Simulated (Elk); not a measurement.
Input and output of a self-consistent single point for Mo (Im-3m, 1 atom in the cell) (Elk).

Computed with PBE, all-electron FP-LAPW, Elk's shipped species files, APW+lo basis with extra local orbitals (Elk).

The change in words: lattice scaled by 0.98. Reference geometry:
```
Mo
1.0
   -1.57500     1.57500     1.57500
    1.57500    -1.57500     1.57500
    1.57500     1.57500    -1.57500
Mo
1
Cartesian
  0.00000   0.00000   0.00000
```

Reference input (self-consistent single point, DFT, PBE, all-electron FP-LAPW, Elk's shipped species files, APW+lo basis with extra local orbitals): xctype = 20; rgkmax = 7.5; stype = 0; swidth = 0.00183747 Ha; ngridk = 10 10 10; gmaxvr = 14 1/bohr; nxlo = 2; lorbcnd = true; rmtscf = 0.93; lmaxi = 3. This run's input differs from it in these lines:

```diff
@@ -31,5 +31,5 @@
 avec
-   -2.9763186463    2.9763186463    2.9763186463
-    2.9763186463   -2.9763186463    2.9763186463
-    2.9763186463    2.9763186463   -2.9763186463
+   -2.9167922734    2.9167922734    2.9167922734
+    2.9167922734   -2.9167922734    2.9167922734
+    2.9167922734    2.9167922734   -2.9167922734
```

Output, abridged:

```
│ Self-consistent loop started │
│ Loop number : 1 │
 total energy                :     -4049.04051666
│ Loop number : 2 │
 total energy                :     -4049.14007619
RMS change in Kohn-Sham potential (target) :   0.1200967790     (  0.1000000000E-05)
Absolute change in total energy (target)   :   0.9955953875E-01 (  0.1000000000E-03)
│ Loop number : 3 │
 total energy                :     -4049.23236959
RMS change in Kohn-Sham potential (target) :   0.1169095558     (  0.1000000000E-05)
Absolute change in total energy (target)   :   0.1171832770     (  0.1000000000E-03)
│ Loop number : 4 │
   [... lines left out ...]
Absolute change in total energy (target)   :   0.1326524743E-02 (  0.1000000000E-03)
│ Loop number : 11 │
 total energy                :     -4049.65856735
RMS change in Kohn-Sham potential (target) :   0.4397111237E-05 (  0.1000000000E-05)
Absolute change in total energy (target)   :   0.2609644857E-03 (  0.1000000000E-03)
│ Loop number : 12 │
 total energy                :     -4049.65849048
RMS change in Kohn-Sham potential (target) :   0.2982506597E-06 (  0.1000000000E-05)
Absolute change in total energy (target)   :   0.1162771514E-04 (  0.1000000000E-03)
Convergence targets achieved

│ Loop number : 13 │

Energies :
 Fermi                       :     0.536653913167
 total energy                :     -4049.65848106

Density of states at Fermi energy :    28.81425949
 (states/Hartree/unit cell)

Estimated indirect band gap :   0.2157389015E-02
 from k-point     22 to k-point     38
Estimated direct band gap   :   0.3770591542E-01
 at k-point      7

Charges :
 core                        :    28.00000000
 valence                     :    14.00000000
 interstitial                :    1.841501005
 muffin-tins (core leakage)
  species :    1 (Mo)
   atom    1                 :    40.15849900     (  0.1329211035E-05)
 total in muffin-tins        :    40.15849900
 total calculated charge     :    42.00444590
 total charge                :    42.00000000
 error                       :   0.4445901753E-02

│ Self-consistent loop stopped │
```

The run converged in 13 iterations. The count includes the last loop, which Elk runs after its targets are met. Against the reference run the total energy goes up by 64.4 meV/atom.

The starting cell has typed, rounded lattice constants, without a prior relaxation at this level. For this run, on top of that: lattice scaled by 0.98. Spin polarisation is off. Values depend on the basis (sphere radii, cutoffs, local orbitals), which need not be converged. The log's line on a gap gives a spacing of levels on this mesh, which the program prints for metals too.
